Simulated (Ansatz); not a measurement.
**PBE against r2SCAN: SiC, isotropic strain −5.10 %**

Take SiC in the zinc blende structure (space group F-43m, No. 216; a = 4.380 Å) as the base.

(Cell as relaxed with PBE.)

Levels (all Ansatz, an electronic-structure program, PAW, earlier PAW set): PBE (420 eV, without spin-orbit coupling); r2SCAN (500 eV, without spin-orbit coupling).

Each level relaxes its own structure.

```csv
base,PBE,r2SCAN
volume per atom,10.50 Å³,10.34 Å³
lattice parameter a,4.380 Å,4.357 Å
band gap,1.37 eV,1.71 eV
```

One thing is altered: an isotropic linear strain of −5.10 %, atoms relaxed at fixed cell.

```json
[
 {"quantity": "shift of the gap caused by the change", "PBE": "-0.16 eV", "r2SCAN": "(withheld)"},
 {"quantity": "band gap", "PBE": "1.22 eV", "r2SCAN": "(withheld)"},
 {"quantity": "electron mass", "PBE": "0.64 mₑ along k, 0.22 mₑ across (at X)", "r2SCAN": "(withheld)"},
 {"quantity": "pressure", "PBE": "45.30 GPa", "r2SCAN": "(withheld)"}
]
```

**Question.** What does r2SCAN give?

**Answer.** 
- shift of the gap caused by the change, r2SCAN: -0.12 eV
- band gap, r2SCAN: 1.59 eV
- electron mass, r2SCAN: 0.61 mₑ along k, 0.22 mₑ across (at X)
- pressure, r2SCAN: 48.20 GPa

PBE's shift of the gap caused by the change lies 0.04 eV below r2SCAN's; PBE's band gap lies 0.37 eV below r2SCAN's; PBE's pressure lies 2.90 GPa below r2SCAN's. Neither level is exact; r2SCAN is the comparison here, not a measurement.

Masses are band curvatures over ±0.01 Å⁻¹ around the edge. Along k means along the line from Γ to the band edge. No phonon test of stability was made.
